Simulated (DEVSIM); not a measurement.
System: Al0.2Ga0.8As/GaAs p-n heterojunction, at 300 K.

| layer (left to right) | material | thickness (μm) | Nd (cm⁻³) | Na (cm⁻³) | τn (s) | τp (s) |
|---|---|---|---|---|---|---|
| 1 | Al0.2Ga0.8As | 1.20 | - | 1.4e16 | 3.7e-9 | 3.7e-9 |
| 2 | GaAs | 0.520 | 2.7e15 | - | 3.7e-9 | 3.7e-9 |

Left contact: ohmic. Right contact: ohmic. Voltage is applied to the left contact. Recombination: SRH at mid-gap. Mobility is μmin + (μ − μmin)/(1 + (N/Nref)^α).

This is a model device: material constants are rounded textbook-type values typed into the input, and sizes, dopings and lifetimes were drawn at random. Values at 300 K.

```
parameter      Al0.2Ga0.8As    GaAs
-------------  ------------  ------
gap (eV)             1.6734   1.424
affinity (eV)         3.912    4.07
permittivity          12.33    12.9
Nc (cm⁻³)           6.04e17  4.7e17
Nv (cm⁻³)              9e18    9e18
μn (cm²/Vs)            4980    8500
μp (cm²/Vs)             250     400
μn,min                  500     500
μp,min                   20      20
Nref,n                 6e16    6e16
Nref,p               1.5e17  1.5e17
αn                     0.39    0.39
αp                     0.38    0.38
```

Model (solved in DEVSIM): 1D drift-diffusion, Boltzmann statistics, complete ionisation; no tunnelling, impact ionisation, image-force lowering or self-heating. Band offsets follow the typed affinities; no thermionic-emission limit at abrupt steps, no polarisation charge.

Problem. Give the dark forward current.

Solution. 
```tsv
V (V)	J (A/cm²)
0.05	3.4e-10
0.15	3.5e-9
0.25	2.7e-8
0.35	2.1e-7
0.45	1.6e-6
0.50	4.4e-6
0.60	3.8e-5
0.70	0.00041
0.80	0.0069
0.90	0.18
1.00	5.0
1.10	60
1.20	210
1.30	430
1.40	680
1.45	820
1.55	1100
1.65	1400
1.75	1800
1.85	2200
```
